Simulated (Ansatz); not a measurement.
Data:

```yaml
crystal:
  lattice:
    - [0.03862, 2.70105, 2.70105]
    - [2.70105, 0.03862, 2.70105]
    - [2.73967, 2.73967, 0.00000]
  atoms:
    - { symbol: Si, position: [0.00195, 0.00195, 0.99805] }
    - { symbol: Si, position: [0.24805, 0.24805, 0.25195] }
```

No spin polarisation.

Calculations: LDA (Ansatz, a program for electronic structure, PAW, scalar-relativistic without spin-orbit coupling). k-mesh 11×11×11 (Γ-centred); smearing 0.05 eV (Fermi–Dirac).

Predict the band gap, space group and stress.

Band gap: 0.22 eV
Space group: Imma (No. 74)
Stress (xx, yy, zz, yz, xz, xy; compression positive): (0.03, 0.03, -0.04, 0.00, 0.00, -2.15) GPa

The cells carry an imposed strain or load. Stability against distortions was not tested. The cell was made from Si in the diamond structure (space group Fd-3m, No. 227) by this change: tensor shear ε_xy = +1.43 %. The zero or small gap of Si under tensor shear ε_xy = +1.43 % can change with the level of theory.
